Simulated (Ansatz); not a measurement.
Take Mo in the bcc (W type) structure (space group Im-3m, No. 229; a = 3.1611 Å; relaxed with 0.1 eV smearing) as the base.

(Cell as relaxed with PBE.)

Levels (all Ansatz, a first-principles code, PAW): PBE (420 eV, no spin-orbit coupling); r2SCAN (500 eV, without spin-orbit coupling).

Each level relaxes its own structure.

```tsv
base	PBE	r2SCAN
volume per atom	15.79 Å³	15.64 Å³
lattice parameter a	3.161 Å	3.151 Å
band gap	zero	zero
```

Now apply this change: the cell is scaled by 0.9768 in all directions, atoms relaxed at fixed cell.

| quantity | PBE | r2SCAN |
|---|---|---|
| pressure | 21.2 GPa | ___ |
| energy relative to the base (free energy F) | +67 meV/atom | ___ |
| band gap | zero | ___ |

Question: What does r2SCAN give?

Answer: 
- pressure, r2SCAN: 22.1 GPa
- energy relative to the base (free energy F), r2SCAN: +69 meV/atom
- band gap, r2SCAN: zero

PBE's pressure lies 0.98 GPa below r2SCAN's; PBE's energy relative to the base lies 2.5 meV/atom below r2SCAN's; the two agree on the band gap. Neither level is exact; r2SCAN is the comparison here, not a measurement.

The cells carry an imposed strain or load. Whether these cells are dynamically stable was not tested. The final runs are not spin-polarised.
